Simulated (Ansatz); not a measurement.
# TlBr, pressure series

The reference is TlBr in the CsCl type structure (space group Pm-3m, No. 221; a = 3.915 Å).

Cell and atoms are relaxed at each pressure.

Calculations: plane-wave PAW DFT at the PBEsol level (Ansatz, a program for electronic structure, 420 eV), no spin-orbit coupling.

Candidates:
(a) pressure −2 GPa
(b) pressure 30 GPa
(c) pressure −1 GPa
(d) pressure 0.9 GPa
(e) pressure 2.1 GPa

Base values:

| Property | Result |
|---|---|
| Band gap | 1.59 eV |

Question: Order them by band gap, highest first.

Answer: (a) pressure −2 GPa (1.85 eV), (c) pressure −1 GPa (1.71 eV), (d) pressure 0.9 GPa (1.49 eV), (e) pressure 2.1 GPa (1.38 eV), (b) pressure 30 GPa (zero)

The mesh was chosen for an insulator and is coarse for the gapless case. Spin-orbit coupling, missing from the scalar runs, can matter with Tl. Load acts through the strain it causes; cell and atoms are relaxed under it. Stability against distortions was not tested. No other phases were tried under pressure. The final runs are not spin-polarised. The zero or small gap of TlBr under pressure 30 GPa can change with the level of theory.
